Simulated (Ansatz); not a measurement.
A slab with vacuum along the third vector:

```yaml
crystal:
  lattice:
    - [2.56680, 0.00000, 0.00000]
    - [0.00000, 2.56680, 0.00000]
    - [0.00000, 0.00000, 27.00000]
  atoms:
    - { symbol: Cu, position: [0.50000, 0.50000, 0.29988] }
    - { symbol: Cu, position: [0.00000, 0.00000, 0.36501] }
    - { symbol: Cu, position: [0.50000, 0.50000, 0.43259] }
    - { symbol: Cu, position: [0.00000, 0.00000, 0.50000] }
    - { symbol: Cu, position: [0.50000, 0.50000, 0.56741] }
    - { symbol: Cu, position: [0.00000, 0.00000, 0.63499] }
    - { symbol: Cu, position: [0.50000, 0.50000, 0.70012] }
```

Slab: 7 atoms, 10.9 Å thick at the start; k 15x15x1, smearing 0.1 eV, dipole-corrected; all atoms relaxed; symmetry of the start imposed; no spin, no spin-orbit, no U.

**Question.** Predict the work function of the top face from PBE run with Ansatz (a first-principles code).

**Answer.** 4.54 eV

**Question.** What is the computed surface energy (mean of both faces) (PBE)?

**Answer.** 1.48 J/m²
